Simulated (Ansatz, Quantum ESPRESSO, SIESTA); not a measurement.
**Code comparison for Sn (Fd-3m, 2 atoms in the cell)**

Relaxation of cell and atoms.

```xyz
2
Lattice="0.0000 3.2445 3.2445 3.2445 0.0000 3.2445 3.2445 3.2445 0.0000" Properties=species:S:1:pos:R:3 pbc="T T T"
Sn     0.0000     0.0000     0.0000
Sn     1.6222     1.6222     1.6222
```

Shared settings, as Ansatz (a program for electronic structure) writes them: kpoints.mp_grid.grid = 9 9 9; scf.occupations.method = fermi_dirac; scf.occupations.width = 0.05 eV. Potentials and cutoffs stand in the table.

```json
[
 {"code": "Ansatz", "model": "PBE, default PAW files", "final volume (Å³/atom)": "36.86", "cutoff": "default"},
 {"code": "Quantum ESPRESSO", "model": "PBE, GBRV 1.5 ultrasoft (PBE) pseudopotentials", "final volume (Å³/atom)": "36.70", "cutoff": "40 Ry"},
 {"code": "SIESTA", "model": "GGA PBE, numerical atomic orbitals DZP, PseudoDojo PBE standard norm-conserving potentials (rewritten from UPF to PSML)", "final volume (Å³/atom)": "37.09", "cutoff": "grid 350 Ry"}
]
```

The spread over the programs that give each value: final volume within 0.39 Å³/atom.

SIESTA uses small atom-centred bases, whose incompleteness enters pressures, forces and empty levels differently from a plane-wave cutoff. The programs treat the finite-basis stress differently while the cell relaxes: Ansatz adds an estimate of it.

The starting cell has typed, rounded lattice constants, without a prior relaxation at this level.

Keys are those of Ansatz 0.2.
